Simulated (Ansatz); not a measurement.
Base system: BN in the zinc blende structure (space group F-43m, No. 216; a = 3.606 Å).

It is then changed as follows: an isotropic linear strain of −2.79 %, atoms relaxed at fixed cell.

Levels (all Ansatz, a quantum-chemistry and plane-wave program, PAW): PBEsol (420 eV, no SOC); HSE06+SOC (420 eV, with spin-orbit coupling).

The geometry is relaxed with PBEsol.

```
Item                                        Value
----------------------------  -------------------
PBEsol valence-band top at Γ  0.00, 0.00, 0.00 eV
PBEsol band gap                           4.38 eV
```

Predict the valence-band top at Γ and band gap from HSE06+SOC.

The valence-band top at Γ (three highest Kramers pairs, from the VBM) changes from 0.00, 0.00, 0.00 eV to 0.00, 0.00, -0.02 eV; the band gap rises by 1.52 eV, from 4.38 eV to 5.90 eV. The threefold valence maximum splits by Δso ≈ 23 meV.

Single points use the geometry relaxed with PBEsol. The hybrid gap comes from the SCF mesh plus the semilocal run's edge points and a few special points and is an upper bound. The spin-orbit shifts are approximate. Stability against distortions was not tested.
